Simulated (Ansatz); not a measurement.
```xyz
2
Lattice="0.0000 2.3839 2.3839 2.4881 0.0000 2.3839 2.4881 2.3839 0.0000" Properties=species:S:1:pos:R:3 pbc="T T T"
As     3.7322     3.5759     3.5759
B      0.0000     0.0000     0.0000
```

A single point on BAs with a change (uniaxial strain ε_xx = +4.37 %), its geometry relaxed with PBEsol.

The values are results of plane-wave PAW DFT at the HSE06 level (Ansatz, a first-principles code, 420 eV), with spin-orbit coupling, not measurements. Γ-centred 8×8×8 mesh, Fermi–Dirac width 0.01 eV.

Question: Predict the band gap.

Answer: 1.46 eV.

Question: What is the computed valence-band top at Γ (three highest Kramers pairs, from the VBM)?

Answer: 0.00, -0.13, -0.56 eV.

Single points use the geometry relaxed with PBEsol. The hybrid gap comes from the SCF mesh plus the semilocal run's edge points and a few special points and is an upper bound. No phonon test of stability was made. The cell was made from BAs in the zinc blende structure (space group F-43m, No. 216) by this change: uniaxial strain ε_xx = +4.37 %.
